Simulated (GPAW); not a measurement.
Worked example: self-consistent single point of MnS (Fm-3m, 4 atoms in the cell) in GPAW.

Level of theory: PBE+U, GPAW PAW datasets PBE (gpaw-data 1.0.1) (plane waves; GPAW).

```
MnS
1.0
    5.22000     2.61000     2.61000
    2.61000     5.22000     2.61000
    2.61000     2.61000     5.22000
Mn S
2 2
Cartesian
  0.00000   0.00000   0.00000
  5.22000   5.22000   5.22000
  2.61000   2.61000   2.61000
  7.83000   7.83000   7.83000
```
Moments meant for the start (each program seeds them in its own way; μB, in the order of the atoms Mn Mn S S): 5.0 -5.0 0.0 0.0.

Reference input (self-consistent single point, DFT PBE, plane waves, GPAW PAW datasets PBE (gpaw-data 1.0.1)): spinpol = true; mode = pw; ecut = 850 eV; xc = PBE; kpts = 4 4 4; mesh shift (steps) = 0 0 0; occupations.name = fermi-dirac; occupations.width = 0.02 eV; nbands = -8; convergence.density = 1e-05 e/electron; convergence.energy = 1e-05 eV/electron; convergence.bands = -6. This run's input differs from it in these lines:

```diff
@@ -19,2 +19,3 @@
             xc='PBE',
+            setups={'Mn': ':d,6.0'},
             kpts={'size': (4, 4, 4), 'gamma': True},
```

Log, with long lists cut:

```
     iter     time        total  log10-change:  magmom
                         energy   eigst   dens
iter:   1 --:--:--   -28.841425   +0.54           -0.0000
iter:   2 --:--:--   -28.856087   -0.20  -1.23    -0.0000
iter:   3 --:--:--   -28.416494   -0.76  -1.26    +0.0000
iter:   4 --:--:--   -28.478394   -1.36  -1.61    -0.0000
iter:   5 --:--:--   -28.550862   -1.72  -1.87    -0.0000
iter:   6 --:--:--   -28.503669   -2.51  -2.03    -0.0000
iter:   7 --:--:--   -28.504219   -3.11  -2.98    -0.0000
iter:   8 --:--:--   -28.503515   -3.44  -2.97    +0.0000
iter:   9 --:--:--   -28.503199   -3.20  -3.08    +0.0000
iter:  10 --:--:--   -28.503091   -3.78  -3.23    +0.0000
iter:  11 --:--:--   -28.503191c  -4.31  -3.35    +0.0000
iter:  12 --:--:--   -28.503063c  -4.46  -3.44    +0.0000
iter:  13 --:--:--   -28.503063c  -5.18  -3.67    +0.0000
iter:  14 --:--:--   -28.503048c  -5.73  -4.19    +0.0000
iter:  15 --:--:--   -28.503063c  -5.60  -4.10    +0.0000
iter:  16 --:--:--   -28.503063c  -6.74  -4.42    +0.0000
iter:  17 --:--:--   -28.503065c  -6.94  -4.45    +0.0000
iter:  18 --:--:--   -28.503064c  -7.36  -4.65    +0.0000
iter:  19 --:--:--   -28.503064c  -7.00  -4.98    +0.0000
iter:  20 --:--:--   -28.503064c  -8.20c -5.62c   +0.0000
Converged after 20 iterations.

Dipole moment: (0.000000, 0.000000, 0.000000) |e|*Ang

Total magnetic moment: (0.000000, 0.000000, 0.000000)
Local magnetic moments:
   0 Mn ( 0.000000,  0.000000,  4.517452)
   1 Mn ( 0.000000,  0.000000, -4.517452)
   2 S  ( 0.000000,  0.000000, -0.000000)
   3 S  ( 0.000000,  0.000000, -0.000000)

Energy contributions relative to reference atoms: (reference = -84743.415941)

Kinetic:        +63.389464
Potential:      -52.377292
External:        +0.000000
XC:             -39.822724
Entropy (-ST):   -0.000000
Local:           +0.307489
SIC:             +0.000000
--------------------------
Free energy:    -28.503064
Extrapolated:   -28.503064

Spin contamination: 4.845613 electrons
Showing only first 2 kpts
                      Up                     Down
   [... lines left out ...]
Fermi level: 6.75956
Gap: 2.504 eV
Direct gap: 3.015 eV
   [... lines left out ...]
Energy (eV): -28.503064

Forces in eV/Ang:
  0 Mn    0.00000    0.00000    0.00000
  1 Mn    0.00000    0.00000    0.00000
  2 S     0.00004    0.00004    0.00004
  3 S    -0.00004   -0.00004   -0.00004

Stress tensor:
    -0.033339     0.001862     0.001862
     0.001862    -0.033339     0.001862
     0.001862     0.001862    -0.033339
Stress (GPa, Voigt): [-5.3414 -5.3414 -5.3414  0.2983  0.2983  0.2983]
```

The run converged in 20 iterations. GPAW prints stress with tension positive. Against the reference run the pressure goes from -3.27 to 5.34 GPa and the gap on the mesh goes from 0.875 to 2.504 eV.

The starting cell has typed, rounded lattice constants, without a prior relaxation at this level. The magnetic order is the one reached from the typed start; others were not searched systematically. With U or open f shells several self-consistent states can exist. With a pressure of about 5 GPa the cell is away from its equilibrium volume at this level.

Cost on one core of a shared machine: roughly 4 min.
